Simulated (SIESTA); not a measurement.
A relaxation of cell and atoms of MnO (Fm-3m, 4 atoms in the cell) with SIESTA.

Computed with GGA PBE, numerical atomic orbitals DZP, PseudoDojo PBE standard norm-conserving potentials (rewritten from UPF to PSML) (SIESTA).

```
CELL_PARAMETERS angstrom
      4.37340     2.18670     2.18670
      2.18670     4.37340     2.18670
      2.18670     2.18670     4.37340
ATOMIC_POSITIONS crystal
  Mn 0.00000 0.00000 0.00000
  Mn 0.50000 0.50000 0.50000
  O  0.25000 0.25000 0.25000
  O  0.75000 0.75000 0.75000
```
Moments meant for the start (each program seeds them in its own way; μB, in the order of the atoms Mn Mn O O): 5.0 -5.0 0.0 0.0.

Reference input (self-consistent single point, DFT, GGA PBE, numerical atomic orbitals DZP, PseudoDojo PBE standard norm-conserving potentials (rewritten from UPF to PSML)): XC.functional = GGA; XC.authors = PBE; potentials = PseudoDojo PBE standard; PAO.BasisSize = DZP; PAO.EnergyShift = 0.01 Ry; MeshCutoff = 300 Ry; kgrid.MonkhorstPack = 7 7 7; OccupationFunction = FD; ElectronicTemperature = 0.01 eV; Spin = polarized; DM.InitSpin = [1 +5.00, 2 -5.00, 3 +0.00, 4 +0.00]; MaxSCFIterations = 150. This run's input differs from it in these lines:

```diff
@@ -50,2 +50,7 @@
 Diag.ParallelOverK           true
+MD.TypeOfRun                 CG
+MD.Steps                     40
+MD.MaxForceTol               0.02 eV/Ang
+MD.VariableCell              true
+MD.MaxStressTol              0.05 GPa
 WriteForces                  true
```

Log, with long lists cut:

```
        iscf     Eharris(eV)        E_KS(eV)     FreeEng(eV)     dDmax    Ef(eV) dHmax(eV)
   scf:    1    -6805.963435    -6818.451316    -6818.451908  0.410360 -1.884550 10.549472
     spin moment: {S} , |S| = {        0.0        0.0    0.00000 }     0.00000
   scf:    2    -6826.721184    -6822.895446    -6822.895704  0.068084 -2.406430  7.305804
     spin moment: {S} , |S| = {        0.0        0.0   -0.00000 }    -0.00000
   scf:    3    -6827.163788    -6826.483158    -6826.483158  0.149334 -2.493075  0.966414
     spin moment: {S} , |S| = {        0.0        0.0    0.00000 }     0.00000
   [... lines left out ...]
     spin moment: {S} , |S| = {        0.0        0.0    0.00000 }     0.00000
   scf:   10    -6826.550491    -6826.550491    -6826.550491  0.000087 -2.740015  0.001805
     spin moment: {S} , |S| = {        0.0        0.0    0.00000 }     0.00000
   scf:   11    -6826.550491    -6826.550491    -6826.550491  0.000101 -2.739813  0.000101
     spin moment: {S} , |S| = {        0.0        0.0    0.00000 }     0.00000
   scf:   12    -6826.550491    -6826.550491    -6826.550491  0.000004 -2.739795  0.000018
     spin moment: {S} , |S| = {        0.0        0.0    0.00000 }     0.00000
SCF Convergence by DM+H criterion
max |DM_out - DM_in|         :     0.0000043055
max |H_out - H_in|      (eV) :     0.0000176334
SCF cycle converged after 12 iterations

Using DM_out to compute the final energy and forces

siesta: E_KS(eV) =            -6826.5505

siesta: E_KS - E_eggbox =     -6826.5505

siesta: Atomic forces (eV/Ang):
     1   -0.000000   -0.000000    0.000000
     2    0.000000    0.000000    0.000000
     3    0.000000    0.000000   -0.000000
     4   -0.000000   -0.000000    0.000000
   Tot   -0.000000   -0.000000   -0.000000
   Max    0.000000
   Res    0.000000    sqrt( Sum f_i^2 / 3N )
   Max    0.000000    constrained

Stress tensor Voigt[x,y,z,yz,xz,xy] (kbar):      -72.00      -72.00      -72.00       17.59       17.59       17.59
(Free)E + p*V (eV/cell)    -6824.6710
   [... lines left out ...]
siesta: Pressure (static):         71.99923871  kBar
siesta: Pressure (total):         71.99923871  kBar
No target stress found, assuming hydrostatic MD.TargetPressure.
Target stress (kBar)
outcell: Cell volume (Ang**3)        :     43.5382
        iscf     Eharris(eV)        E_KS(eV)     FreeEng(eV)     dDmax    Ef(eV) dHmax(eV)
siesta: Pressure (static):         -0.46593854  kBar
siesta: Pressure (total):         -0.46593854  kBar
outcell: Cell volume (Ang**3)        :     43.5382
siesta: FreeEng =     -6826.600796
   [... lines left out ...]
              0.004   0.004   0.003   0.004   0.003

mulliken: Qtot =       21.000

Mulliken Atomic Populations:
Atom #   charge [q] valence [e]      Sz [e]  Species
     1     0.594409   14.405591    4.678988  Mn
     2     0.594408   14.405592   -4.678988  Mn
     3    -0.594408    6.594408    0.000000  O
     4    -0.594408    6.594408    0.000000  O
 Total     0.000000               -0.000000
```

The run converged. 

Summary of the result:
| Quantity | Result |
|---|---|
| Free energy E − TS | -6826.6008 eV |
| Top of the valence band (on the code's own zero) | -3.56 eV |
| Gap on the k-point mesh | 1.03 eV |
| Pressure | -0.05 GPa |
| Size of the cell's spin moment | 0.00 μB |
| Site moments (μB, in the program's spheres or projections) | Mn 4.68, Mn -4.68, O 0.00, O 0.00 |
| Final cell | a = 5.337 Å, b = 5.337 Å, c = 5.337 Å, α = 34.51°, β = 34.51°, γ = 34.51° |
| Final volume per atom | 10.88 Å³ |
| Relaxation steps | 6 |

The starting cell has typed, rounded lattice constants, without a prior relaxation at this level. Its lattice was rescaled by a random factor within 2.5 % of one. The magnetic order is the one reached from the typed start; others were not searched systematically. Values carry the incompleteness of an atom-centred basis.

Cost on one core of a shared machine: roughly 5 min.
